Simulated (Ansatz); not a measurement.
The reference is TaN (space group P6/mmm, No. 191; a = 5.202 Å, c = 2.906 Å).

Levels (all Ansatz, a program for electronic structure, PAW): PBEsol (420 eV, scalar-relativistic without spin-orbit coupling); PBEsol+SOC (420 eV, noncollinear with spin-orbit coupling).

The geometry is relaxed with PBEsol.

- PBEsol pressure: 0.0 GPa

With PBEsol+SOC at the same geometry, the pressure goes from zero to -0.2 GPa.

Single points use the geometry relaxed with PBEsol. Differences between runs with and without spin-orbit coupling are approximate. Stability against distortions was not tested. The runs without spin-orbit coupling are not spin-polarised. This is not the structure that TaN has at room temperature and ambient pressure.
